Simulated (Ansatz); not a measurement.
Response to strain in Y

Base system: Y in the hcp (Mg type) structure (space group P6_3/mmc, No. 194; relaxed with 0.1 eV smearing).

```xyz
2
Lattice="3.5943 0.0000 0.0000 -1.7972 3.1128 0.0000 0.0000 0.0000 5.6099" Properties=species:S:1:pos:R:3 pbc="T T T"
Y      1.7972     1.0376     4.2074
Y      0.0000     2.0752     1.4025
```

Strains are applied to the cell and any free atomic positions relax.

All numbers come from PBEsol (Ansatz, a program for electronic structure; PAW; 420 eV plane waves; no spin-orbit coupling).

Notes on the quantities. pressure: mean of the normal stresses, compression positive.

```tsv
isotropic strain (%)	pressure (GPa)
-3	4.4
-2	2.8
-0.5	?
0	0.0
1	-1.2
1.5	-1.8
2	-2.3
2.5	-2.8
3	-3.3
```

Task: Fit P = P₀ − Bδ + Cδ² with δ = (1 + ε)³ − 1 to the rows shown and predict the withheld row.

Result: Least squares on the printed values gives P₀ = 0.0 GPa, B = 43.0 GPa (at held cell shape), C = 81.4 GPa (largest residual 0.0 GPa); this predicts 0.7 GPa, and the run gives 0.6 GPa, in agreement.

Whether these cells are dynamically stable was not tested. The final runs are not spin-polarised.
